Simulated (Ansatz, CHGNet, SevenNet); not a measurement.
## C11b MoSi2, elastic constant C33

Reference value: 514 GPa (measured, temperature not stated, not corrected to a static lattice; as tabulated in Friák et al. (2018), doi:10.3390/nano8121057).

Q: What do CHGNet 0.3.0, SevenNet-0, SevenNet-l3i5, LDA, BLYP, PBE, PBEsol, revPBE, RPBE, PBE-D3(BJ) give, and how far is each from the reference?

A: 
| level (code) | value (GPa) | cell (Å³/atom) | difference (%) |
|---|---|---|---|
| CHGNet 0.3.0 | 337 | 13.59 | -34 |
| SevenNet-0 | 383 | 13.63 | -25 |
| SevenNet-l3i5 | 417 | 13.61 | -18.9 |
| LDA (Ansatz) | 535 | 13.06 | +4.1 |
| BLYP (Ansatz) | 408 | 14.25 | -21 |
| PBE (Ansatz) | 491 | 13.58 | -4.5 |
| PBEsol (Ansatz) | 522 | 13.27 | +1.6 |
| revPBE (Ansatz) | 481 | 13.71 | -6.4 |
| RPBE (Ansatz) | 478 | 13.75 | -7.0 |
| PBE-D3(BJ) (Ansatz) | 538 | 13.13 | +4.7 |

The reference's temperature isn't stated, so close values are not ranked against it. Off by more than 25 %, or 35 % on the side where a correction would as a rule narrow the miss (bounds picked here): CHGNet 0.3.0 (-34 %), SevenNet-0 (-25 %).

The measured value isn't corrected to a static lattice, so vibrations enter the comparison. A static lattice is as a rule stiffer than a warm one, by over a tenth in soft solids.  PBE-D3(BJ): the dispersion coefficients are held fixed in the derivatives. Each level is taken at its own relaxed cell. Ansatz's density-functional and Hartree–Fock values are scalar-relativistic unless marked +SOC, with PAW data made under PBE.

Machine-learned potentials (CHGNet 0.3.0, SevenNet-0, SevenNet-l3i5) are trained on DFT data: a solid inside that data is no test of them.

Differences are worked out from the printed values.

Ansatz is a quantum-chemistry and plane-wave program.
